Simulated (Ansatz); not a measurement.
# A computed series for hypothetical P4_32_12 C: pressure series

The parent structure is C (space group P4_32_12, No. 96; a = 3.802 Å, c = 4.681 Å; a hypothetical phase, not in the database extracts checked).

Cell and atoms are relaxed at each pressure.

Level of theory: PBE/PAW in Ansatz (a first-principles code), without spin-orbit coupling.

```tsv
pressure (GPa)	volume per atom (Å³/atom)
-2	5.667
-1	5.653
0	5.639
0.7	?
1.5	5.617
3	5.597
```

Problem. Fit the third-order Birch–Murnaghan form P(V) = (3B₀/2)[(V₀/V)^(7/3) − (V₀/V)^(5/3)]·[1 + (3/4)(B₀′ − 4)((V₀/V)^(2/3) − 1)] (squares taken in P) to the rows shown and predict the withheld row.

Solution. Least squares on the printed values gives V₀ = 5.639 Å³/atom, B₀ = 399 GPa, B₀′ = 2.9; this predicts 5.629 Å³/atom, and the run gives 5.629 Å³/atom, in agreement.

Load acts through the strain it causes; cell and atoms are relaxed under it. Whether these cells are dynamically stable was not tested.
